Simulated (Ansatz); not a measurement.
The parent structure is NaZnCl3 in the cubic perovskite structure (space group Pm-3m, No. 221; a hypothetical phase, not in the database extracts checked).

```
NaZnCl3
1.0
    4.85896     0.00000     0.00000
    0.00000     4.85896     0.00000
    0.00000     0.00000     4.85896
Na Zn Cl
1 1 3
Cartesian
  0.00000   0.00000   0.00000
  2.42948   2.42948   2.42948
  0.00000   2.42948   2.42948
  2.42948   2.42948   0.00000
  2.42948   0.00000   2.42948
```

Cartesian axes are those of the cell as printed.

Calculations: Ansatz (an electronic-structure program) r2SCAN, no spin-orbit coupling.

Before the change:

The band gap comes out as 2.34 eV and the smallest direct gap is 2.95 eV.

Now apply this change: tensor shear ε_xy = −0.34 % (engineering shear γ = -0.0068), atoms relaxed at fixed cell.

**Question.** Predict the new band gap, stress and smallest direct gap.

**Answer.** The band gap shrinks by 0.01 eV (2.34 eV → 2.33 eV); the stress (xx, yy, zz, yz, xz, xy; compression positive) comes out as (0.01, 0.01, 0.01, 0.00, 0.00, 0.13) GPa; the smallest direct gap shrinks by 0.02 eV (2.95 eV → 2.93 eV).

The cells carry an imposed strain or load. No phonon test of stability was made. Many cubic perovskites are stable only at high temperature; tilts and polar distortions were not tested.
